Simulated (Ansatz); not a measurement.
## BaTiO3 under a change: biaxial strain −0.50 %, plane normal [111], relaxed out of plane

Take BaTiO3 in the cubic perovskite structure (space group Pm-3m, No. 221; a = 3.935 Å) as the base. Axes: x, y, z lie along the cube axes.

Now apply this change: biaxial strain −0.50 %, plane normal [111], relaxed out of plane (Cartesian); in-plane vectors clamped, the third vector and the atoms free.

Method: Kohn–Sham DFT with the LDA functional, run in Ansatz (a first-principles code) with PAW and 420 eV plane waves, no SOC. Settings: 8×8×8 k-points, 0.05 eV Fermi–Dirac smearing.

The volume per atom shrinks by 0.087 Å³, from 12.18 Å³ to 12.10 Å³ and the space group changes from Pm-3m (No. 221) to R-3m (No. 166). The shortest interatomic distance falls by 0.47 pm (196.7 pm → 196.3 pm) and the energy rises by 0.8 meV/atom. The pressure (mean of the normal stresses, compression positive) increases by 1.424 GPa (-0.01 GPa → 1.42 GPa) and the band gap is still 1.83 eV. The gap character comes out as indirect, T → Γ and the smallest direct gap falls by 0.02 eV, from 1.87 eV to 1.85 eV. The out-of-plane strain comes out as +0.29 % and the mean in-plane stress (compression positive) comes out as +2.1 GPa.

Final structure (turned so that z lies along the plane normal):

```yaml
crystal:
  lattice:
    - [5.53649, 0.00000, 0.00000]
    - [2.76825, 4.79474, 0.00000]
    - [2.76825, -1.59825, 2.27818]
  atoms:
    - { symbol: Ba, position: [0.00000, 0.00000, 0.00000] }
    - { symbol: Ti, position: [0.00000, 0.50000, 0.50000] }
    - { symbol: O, position: [0.50000, 0.00000, 0.00000] }
    - { symbol: O, position: [0.00000, 0.50000, 0.00000] }
    - { symbol: O, position: [0.50000, 0.50000, 0.00000] }
```

No phonon test of stability was made. All final runs are without spin polarisation. Many cubic perovskites are stable only at high temperature; tilts and polar distortions were not tested. This is not the structure that BaTiO3 has at room temperature and ambient pressure. Labels are those of the standard path for the cell's own space group.
